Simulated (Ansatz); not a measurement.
# Evanescent states of BaO (Fm-3m, rock salt, 2 atoms a cell, 21.7 Å³ an atom, -3 GPa at this level) along the normal of (001)

The numbers are results of PBEsol (plane waves, PAW; Ansatz, a program for electronic structure), not measurements.

The gap is the functional's own, uncorrected, and κ follows it; spin-orbit coupling is left out. Mid-gap values are interpolated between the computed energies.

Energies count from the valence-band top; κ is the least over a 8×8 mesh across the current.

| E (eV) | κ (1/Å) | where |
|---|---|---|
| 0.06 | 0.079 | Γ |
| 0.17 | 0.133 | Γ |
| 0.28 | 0.168 | Γ |
| 0.39 | 0.196 | Γ |
| 0.49 | ___ | Γ |
| 0.60 | ___ | Γ |
| 0.71 | ___ | Γ |
| 0.82 | ___ | Γ |
| 0.94 | ___ | Γ |
| 1.04 | ___ | Γ |
| 1.16 | ___ | Γ |
| 1.26 | ___ | Γ |
| 1.38 | ___ | off Γ |
| 1.49 | ___ | off Γ |
| 1.59 | 0.200 | off Γ |
| 1.71 | 0.173 | off Γ |
| 1.81 | 0.140 | off Γ |
| 1.93 | 0.094 | off Γ |

### Question
Fill in the missing entries.

### Answer

- 0.49, κ (1/Å): 0.218
- 0.60, κ (1/Å): 0.227
- 0.71, κ (1/Å): 0.233
- 0.82, κ (1/Å): 0.238
- 0.94, κ (1/Å): 0.242
- 1.04, κ (1/Å): 0.246
- 1.16, κ (1/Å): 0.248
- 1.26, κ (1/Å): 0.250
- 1.38, κ (1/Å): 0.243
- 1.49, κ (1/Å): 0.223
